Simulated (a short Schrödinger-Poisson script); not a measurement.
Solved with a short Schrödinger-Poisson script written for these runs: 1D Poisson equation in equilibrium, electrons quantum, Hartree (BenDaniel-Duke, 40 states a valley, the channel's in-plane mass for all, wave functions free to enter the barrier), parabolic valleys, classical holes, full ionisation, no traps, pinning or gate leakage.

System: gated In0.52Al0.48As/In0.53Ga0.47As δ-doped gas in a quantum well, at 300 K.

```tsv
layer	material	thickness (nm)	Na (cm⁻³)
1	In0.52Al0.48As	8	-
2	In0.52Al0.48As	3	-
3	In0.53Ga0.47As	10	-
4	In0.52Al0.48As	4000	5e14
```

The device is made up for the run: typed textbook-type constants, with dimensions and the other settings drawn at random. In0.52Al0.48As: permittivity 12.5, conduction-band edge (eV) 0.52, gap (eV) 1.45, electron mass (mₑ) 0.075, Nv at 300 K (cm⁻³) 1.1e19. In0.53Ga0.47As: permittivity 13.9, conduction-band edge (eV) 0, gap (eV) 0.74, Nv at 300 K (cm⁻³) 7.7e18.

Channel valleys (confinement mass, in-plane density-of-states mass, number): Γ 0.041, 0.041, 1. At the gate the conduction-band edge of layer 1 lies 0.65 eV − eVg above the Fermi level of the channel; the field vanishes at the back. Sheet of ionised δ-doping: +3.3e12 e/cm² at 8 nm from the gate. The barrier under the gate holds no holes. Gaps are held at their typed values at every temperature. Mesh 0.08 nm at interfaces.

Gate and field steps stay those of the base.

One input was changed, with this effect: sheet density of all electrons at Vg = -0.1 V 3.86e11 → 7.51e10 cm⁻²; centroid of the channel electrons at Vg = 0.4 V 4.12 → 4.23 nm; lowest subband against the Fermi level at Vg = 0.4 V -127 → -104 meV; capacitance at Vg = 0.4 V 0.691 → 0.665 μF/cm².

Which change was it?
A) temperature 300 → 20 K
B) spacer thickness 3 → 20 nm
C) δ-doping 3.3e+12 → 2.3e+12 cm^-2

C, δ-doping 3.3e+12 → 2.3e+12 cm^-2
